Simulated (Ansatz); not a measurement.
The starting structures come from a database of crystals and need not be the phases stable at ambient conditions.

Inside the gap of an insulator the Bloch states are evanescent, with a wavenumber k + iκ along the transport direction.

Data:

```
AuBr
1.0
    6.72935     0.01571    -0.02342
    3.04109     6.00301    -0.02342
    0.64716    -3.73099     5.56289
Au Br
4 4
Direct
  0.12500   0.75000   0.62500
  0.62500   0.25000   0.12500
  0.12500   0.25000   0.12500
  0.12500   0.75000   0.12500
  0.56048   0.50000   0.93952
  0.31048   0.00000   0.68952
  0.68952   0.00000   0.31048
  0.93952   0.50000   0.56048
```

Space group of this cell: I4_1/amd. The cell was relaxed by PBE-D3(BJ).

Transport runs along the normal of the first two printed cell vectors, the (101) plane of the conventional cell.

The gap is the functional's own, uncorrected, and κ follows it; spin-orbit coupling is left out. Mid-gap values are interpolated between the computed energies.

**Question.** Give the band gap and the smallest decay constant κ at mid-gap that r2SCAN run with Ansatz (a program for electronic structure) yields.

**Answer.** Gap 2.13 eV on a 6×6×6 mesh; κ = 0.174 1/Å, at the zone centre.
